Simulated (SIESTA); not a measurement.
Band structure of PtAl₂ (Fm-3m, 3 atoms in the cell).

```
CELL_PARAMETERS angstrom
      0.00000     2.97628     2.97628
      2.97628     0.00000     2.97628
      2.97628     2.97628     0.00000
ATOMIC_POSITIONS crystal
  Al 0.25000 0.25000 0.25000
  Al 0.75000 0.75000 0.75000
  Pt 0.00000 0.00000 0.00000
```

Level of theory: SIESTA 5.4.2 with GGA PBE, numerical atomic orbitals DZP, PseudoDojo PBE standard norm-conserving potentials (rewritten from UPF to PSML).

Settings: XC.functional = GGA; XC.authors = PBE; potentials = PseudoDojo PBE standard; PAO.BasisSize = DZP; PAO.EnergyShift = 0.01 Ry; MeshCutoff = 350 Ry; kgrid.MonkhorstPack = 7 7 7; OccupationFunction = FD; ElectronicTemperature = 100 meV; MaxSCFIterations = 150; SCF.Mixer.Method = Pulay; SCF.Mixer.Weight = 0.25; SCF.Mixer.History = 8; SCF.DM.Tolerance = 1.0E-04.

The starting cell has typed, rounded lattice constants, without a prior relaxation at this level. Its lattice was rescaled by a random factor within 2.5 % of one. Spin-orbit coupling is off. Spin polarisation is off. Values carry the incompleteness of an atom-centred basis.

Levels in eV from the Fermi level, bands 10 to 15:
| point | 10 | 11 | 12 | 13 | 14 | 15 |
|---|---|---|---|---|---|---|
| Γ | -3.69 | 3.18 | 3.84 | 3.84 | 3.84 | 5.26 |
| X | -3.40 | -3.19 | -1.52 | -1.52 | 2.93 | 3.34 |
| W | -3.26 | -2.77 | -2.77 | -0.89 | 5.17 | 5.17 |
| K | -3.62 | -3.06 | -1.99 | -0.56 | 3.21 | 5.42 |
| L | -3.48 | -3.48 | 1.08 | 1.08 | 4.09 | 5.02 |
| U | -3.62 | -3.06 | -1.99 | -0.56 | 3.21 | 5.42 |

Bands cross the Fermi level along this path, so the cell is metallic at this level.

Higher empty bands are left out: an atom-centred basis made for the valence describes them poorly.
